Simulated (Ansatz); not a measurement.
# A computed series for hypothetical zinc blende VSb: pressure series

Start from VSb in the zinc blende structure (space group F-43m, No. 216; a = 6.208 Å; ferromagnetic; a hypothetical phase, not in the database extracts checked).

Cell and atoms are relaxed at each pressure.

The values are results of Ansatz (a program for electronic structure) r2SCAN, without spin-orbit coupling, not measurements.

| pressure (GPa) | volume per atom (Å³/atom) |
|---|---|
| -2 | 31.319 |
| -1 | 30.585 |
| 0 | 29.912 |
| 1.8 | 28.874 |
| 4.2 | ? |
| 9 | 26.022 |
| 30 | 21.851 |
| 45 | 20.117 |
| 60 | 18.810 |

Fit the third-order Birch–Murnaghan form P(V) = (3B₀/2)[(V₀/V)^(7/3) − (V₀/V)^(5/3)]·[1 + (3/4)(B₀′ − 4)((V₀/V)^(2/3) − 1)] (squares taken in P) to the rows shown and predict the withheld row.

Least squares on the printed values gives V₀ = 29.902 Å³/atom, B₀ = 50.3 GPa, B₀′ = 4.1; this predicts 27.821 Å³/atom, and the run gives 27.740 Å³/atom, 0.081 lower.

The magnetic state is the one reached from the starting moments; the real material's order can differ, and small cells can't hold many antiferromagnetic ones. Load acts through the strain it causes; cell and atoms are relaxed under it. No phonon test of stability was made. No other phases were tried under pressure.
